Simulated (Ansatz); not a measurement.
## Worked example: self-consistent single point of Ti (P6_3/mmc, 2 atoms in the cell) in Ansatz

Computed with PBE (plane waves, PAW; Ansatz, an electronic-structure program).

The input file:

Ansatz 0.2 input:
```yaml
# Ti
crystal:
  lattice:
    - [2.878483, 0.000000, 0.000000]
    - [-1.439242, 2.492840, 0.000000]
    - [0.000000, 0.000000, 4.550363]
  atoms:
    - { symbol: Ti, position: [0.333333, 0.666667, 0.250000] }
    - { symbol: Ti, position: [0.666667, 0.333333, 0.750000] }
kpoints:
  mp_grid: { grid: [13, 13, 7] }
hamiltonian:
  xc: pbe
  pseudopotentials: { kind: paw }
scf:
  occupations: { method: cold, width: 0.05 }
output:
  forces: true
  eigenvalues: true
  stress: true
```

Output, abridged:

```
WARN the atoms were moved onto the symmetric positions of the space group found under crystal.symmetry.tolerance 1.0e-5 (fractional …
WARN basis.ecutwfc = 420 eV, the default
WARN ansatz: RAYON_NUM_THREADS=1 ignored (pool sized by the plan → 1); use --threads N
Pseudopotentials: kind: paw
Pseudopotential: Ti, paw, valence charge 12
Crystal: 2 atoms, lattice volume = 32.652 Å³
Basis set: ecut = 420 eV, 627 PW (Γ), exchange–correlation on 40×40×64 points (8 copies of the dense FFT grid, shifted against one another)
Bands: 16, of which v1, the nominal top of the filled ones, is band 12 counted from 1 (11 counted from 0)
Symmetry: 24 space group operations
Space group: P63/mmc (ITA 194), of the structure as read, at distance tolerance 3.2e-5 Å
k-points: 84 of 1183
Initial density: superposition of atomic densities (neutral atoms: chi_scale 0, normalization atom), corrected by the library's trained network
Initial wavefunctions: pseudopotential atomic-orbital guess
Eigensolver: davidson
Functional: x = pbe(κ = 0.804, μ = 0.2195149727645171), c = pbe(β = 0.06672455060314922)
SCF iter   1: F=—  HF=-4999.282896 eV  |F-HF|=—  |Δ(HF+E_count)|=         —  Δρ=5.46e-3  dr2=4.57e-3  ethr=1.77e-3  ⟨swp⟩=4.1  Hψ=5511  notcnv=0
all-band conjugate gradients solve this SCF's bands
preconditioner: auto → none
SCF iter   2: F=—  HF=-4999.281898 eV  |F-HF|=—  |Δ(HF+E_count)|=   9.98e-4  S|Δr|=    0.00e0  Δρ=2.84e-3  dr2=1.30e-3  ethr=1.90e-5  ⟨swp⟩=1.0  Hψ=2016  notcnv=0
SCF iter   3: F=—  HF=-4999.281995 eV  |F-HF|=—  |Δ(HF+E_count)|=   9.78e-5  S|Δr|=    0.00e0  Δρ=3.10e-4  dr2=1.21e-5  ethr=5.43e-6  ⟨swp⟩=2.3  Hψ=1830  notcnv=0
SCF iter   4: F=—  HF=-4999.281967 eV  |F-HF|=—  |Δ(HF+E_count)|=   2.80e-5  S|Δr|=    0.00e0  Δρ=6.04e-5  dr2=9.57e-7  ethr=5.06e-8  ⟨swp⟩=2.3  Hψ=2215  notcnv=0
SCF iter   5: F=-4999.281967 eV  HF=-4999.281967 eV  |F-HF|=5.01e-9  |Δ(HF+E_count)|=   2.97e-7  S|Δr|=    0.00e0  Δρ=1.10e-5  dr2=2.56e-8  ethr=4.17e-10  ⟨swp⟩=5.1  Hψ=5707  notcnv=0
SCF 1 converged in 5 iterations: F = -4999.281967 eV  dr2 = 2.56e-8
SCF converged after 5 iterations
Stability not checked (fill_not_monotonic)
Free energy (F): -4999.281967 eV
Harris-Foulkes:  -4999.281967 eV  (|F-HF|=5.01e-9)
Internal energy: -4999.281125 eV  (E = F + TS)
E sigma→0 (E₀):  -4999.281686 eV
Entropy (-TS):   -0.000842 eV (-0.421 meV/atom)
Fermi energy:    14.417384 eV
Step filling:    the computed levels leave a gap of 0.0124 eV = 0.2 smearing widths
--- Per-component energies (eV) ---
  E_band       = -289.468692
  E_kinetic    = 548.154731
  E_local      = -1557.429557  (includes V_loc(G=0)·N_el)
  E_nonlocal   = 16.334035
  E_hartree    = 645.702962
  E_xc         = -196.043525
  E_vxc        = -245.379831  (∫ρ·V_xc dr)
  E_paw        = -2095.646109  (= ΣΔE_a)
  E_vpaw       = -342.546612  (= ΣTr[D̂ρ^β])
  E_aug_tail   = 0.000233  (compensation charges beyond the density's cutoff)
  E_ewald      = -2360.353896
  E_smearing   = -0.000842  (= −TS)
  E_closure    = 0.000000  (closes the sum)
  Σ components = -4999.281967   (vs F -4999.281967, Δ=0.00e0)
--- Forces (eV/Å), atoms counted from 1 ---
  atom   1  Ti     0.00000000     0.00000000     0.00000000
  atom   2  Ti    -0.00000000     0.00000000     0.00000000
  max |Σ_I F_I| component: 7.40e-17 eV/Å
--- Stress (GPa, compression-positive) ---
        7.693474      -0.000000       0.000000
       -0.000000       7.693474       0.000000
        0.000000       0.000000       8.449324
  P = ⅓ Tr σ = 7.9454 GPa (79.454 kbar)
  The stress holds the Pulay correction. Without it, at fixed plane waves, as pw.x and ABINIT print it: P = 7.9282 GPa
--- Band table (eV; the first three rows and the last of 84) ---
  k-point 0: bands = ["-42.3277", "-42.1490", "-19.0133", "-18.2355", "-18.2355", "-18.1420", "-18.1126", "-18.1126", "8.0708", "11.5475", "15.1903", "15.1903", "15.3360", "15.3441", "15.7422", "15.7422"]
  k-point 1: bands = ["-42.3190", "-42.1579", "-18.9720", "-18.2294", "-18.2294", "-18.1872", "-18.1187", "-18.1187", "8.2533", "11.4785", "15.0337", "15.1065", "15.1065", "15.2322", "15.6399", "15.6399"]
  k-point 2: bands = ["-42.2945", "-42.1831", "-18.8554", "-18.3126", "-18.2125", "-18.2125", "-18.1358", "-18.1358", "8.7770", "11.1556", "14.5320", "14.9567", "15.0106", "15.0106", "15.4076", "15.4076"]
  k-point 83: bands = ["-42.1373", "-42.1335", "-18.7936", "-18.7858", "-18.5828", "-18.5228", "-18.2743", "-18.2615", "12.7866", "12.8591", "13.3478", "13.4763", "14.1573", "14.2682", "16.0239", "16.3793"]
```

The run converged in 5 iterations.

The starting cell comes from a database of computed structures (which also holds hypothetical and non-ambient phases and stackings), without a prior relaxation at this level. Its lattice was rescaled by a random factor within 2.5 % of one. Spin polarisation is off. With a pressure of about 8 GPa the cell is away from its equilibrium volume at this level. Ansatz's pressure includes its estimate of the finite-basis (Pulay) stress.
